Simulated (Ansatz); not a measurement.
A working Ansatz (a program for electronic structure) input for Gd2SnS5 (P1, 16 atoms in the cell) (DFT, PBEsol, plane waves, default PAW files made with PBE):

Ansatz 0.2 input:
```yaml
# Gd2SnS5
crystal:
  lattice:
    - [7.73300000, 0.00000000, 0.00000000]
    - [0.00000000, 11.29000000, 0.00000000]
    - [0.00000000, 0.00000000, 3.82170000]
  atoms:
    - { symbol: Gd, position: [0.46740200, 0.17125400, 0.49060700], spin: 7.0 }
    - { symbol: Gd, position: [0.53958800, 0.82505500, 0.48954200], spin: 7.0 }
    - { symbol: Gd, position: [0.96455900, 0.32324900, 0.48512900], spin: 7.0 }
    - { symbol: Gd, position: [0.04054800, 0.67721000, 0.48622100], spin: 7.0 }
    - { symbol: Sn, position: [-0.00776500, -0.00160000, -0.01420300] }
    - { symbol: Sn, position: [0.49387500, 0.49945700, 0.00610600] }
    - { symbol: S, position: [0.82086100, 0.09191300, 0.50326000] }
    - { symbol: S, position: [0.17292000, 0.90814000, 0.50282600] }
    - { symbol: S, position: [0.32331400, 0.41566700, 0.50210900] }
    - { symbol: S, position: [0.67374800, 0.59398800, 0.49228400] }
    - { symbol: S, position: [0.17316100, 0.19231100, -0.01040900] }
    - { symbol: S, position: [0.83352400, 0.79839200, 0.01526300] }
    - { symbol: S, position: [0.67342400, 0.30266500, 0.00267600] }
    - { symbol: S, position: [0.33021500, 0.69368200, 0.00998700] }
    - { symbol: S, position: [0.49796500, 0.00190800, 0.02754900] }
    - { symbol: S, position: [0.00266200, 0.50670900, 0.01105400] }
basis:
  ecutwfc: 30.9 Ry
kpoints:
  mp_grid:
    grid: [3, 2, 6]
    shift: [0.5, 0.5, 0.5]
hamiltonian:
  xc: pbesol
  pseudopotentials:
    kind: paw
magnetization:
  spin_polarized: true
scf:
  occupations:
    method: fermi_dirac
    width: 0.0073 Ry
output:
  forces: true
  eigenvalues: true
  stress: true
```

The run converged in 16 iterations: free energy E − TS (on the zero of these files) -57684.4505 eV; pressure -1.16 GPa; largest force (vector length) 0.997 eV/Å; size of the cell's spin moment 27.98 μB. Each of these slips is then made, one at a time:

(1)
```diff
-    - { symbol: Gd, position: [0.46740200, 0.17125400, 0.49060700], spin: 7.0 }
-    - { symbol: Gd, position: [0.53958800, 0.82505500, 0.48954200], spin: 7.0 }
-    - { symbol: Gd, position: [0.96455900, 0.32324900, 0.48512900], spin: 7.0 }
-    - { symbol: Gd, position: [0.04054800, 0.67721000, 0.48622100], spin: 7.0 }
+    - { symbol: Gd, position: [0.46740200, 0.17125400, 0.49060700] }
+    - { symbol: Gd, position: [0.53958800, 0.82505500, 0.48954200] }
+    - { symbol: Gd, position: [0.96455900, 0.32324900, 0.48512900] }
+    - { symbol: Gd, position: [0.04054800, 0.67721000, 0.48622100] }
```

(2)
```diff
+total_charge: 1.0
```

(3)
```diff
-    method: fermi_dirac
-    width: 0.0073 Ry
+    method: gaussian
+    width: 0.0735 Ry
```

Problem. What happens in each case?

Solution. 
(1) A spin-polarised run without starting moments. The run converged in 22 iterations, and against the sound input the free energy is nearly the same (within 1 meV/atom), the pressure stays at -1.16 GPa, the largest force stays at 0.997 eV/Å and the size of the net moment stays at 1.75 μB/atom.

(2) An unintended net charge. The run converged in 16 iterations without an error; against the sound input the pressure goes from -1.16 to -0.13 GPa, the largest force goes from 0.997 to 1.023 eV/Å and the size of the net moment hardly changes (1.75 to 1.73 μB/atom).

(3) A smearing width that is far too large. The run converged in 16 iterations without an error; against the sound input the free energy falls by 49.7 meV/atom, the pressure goes from -1.16 to 0.01 GPa, the largest force goes from 0.997 to 1.050 eV/Å and the size of the net moment goes from 1.75 to 1.71 μB/atom.

The starting cell comes from a database of published, mostly measured structures (it also holds non-ambient and calculated ones), without a prior relaxation at this level. Its atoms were displaced at random from the sites of space group no. 55. The magnetic order is the one reached from the typed start; others were not searched systematically. With U or open f shells several self-consistent states can exist. The f electrons are in the valence without U or exact exchange, which can misplace them near the Fermi level. Spin-orbit terms, which matter for f shells, are left out. Ansatz's pressure includes its estimate of the finite-basis (Pulay) stress.

Left out of this page: 4 runs of the series with a known weakness of the program.
